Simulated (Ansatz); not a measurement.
The starting structures come from a database of crystals and need not be the phases stable at ambient conditions.

By PBEsol, the system below comes out a metal.

Without scattering a metal conducts by its projected Fermi surface.

Input:

```xyz
2
Lattice="2.9205 0.0000 0.0000 0.0000 2.9205 0.0000 0.0000 0.0000 2.8329" Properties=species:S:1:pos:R:3 pbc="T T T"
Zn     1.4603     1.4603     1.4165
Cu     0.0000     0.0000     0.0000
```

The cell is strained (lengths along the current scaled by 0.97, ions clamped); by PBEsol it stands under a pressure of 2.6 GPa.

The current flows along the normal of the first two printed cell vectors, the (001) (indices of the unstrained crystal) plane of the conventional cell. No spin-orbit coupling; the value is a mean over 0.1 eV about the Fermi level.

Q: State the ballistic conductance per area according to PBEsol in Ansatz (an electronic-structure program).

A: 1.1 × 10¹⁵ S/m² for both spins.
